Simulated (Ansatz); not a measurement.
Here is the system:

```
Sb
1.0
    0.00000     2.25343     2.25343
    2.25343     0.00000     2.25343
    2.25343     2.25343     0.00000
Sb
1
Direct
  0.00000   0.00000   0.00000
```

No spin polarisation.

All numbers come from PBEsol (Ansatz, an electronic-structure program, PAW, no spin-orbit coupling). k-mesh 24×24×24 (Γ-centred); smearing 0.1 eV (Fermi–Dirac).

### Question
Predict the pressure.

### Answer
12.3 GPa.

### Question
Predict the band gap.

### Answer
Zero.

The cells carry an imposed strain or load. No phonon test of stability was made. The cell was made from Sb in the fcc (Cu type) structure (space group Fm-3m, No. 225) by this change: isotropic strain −4.40 %. This is not the structure that Sb has at room temperature and ambient pressure.
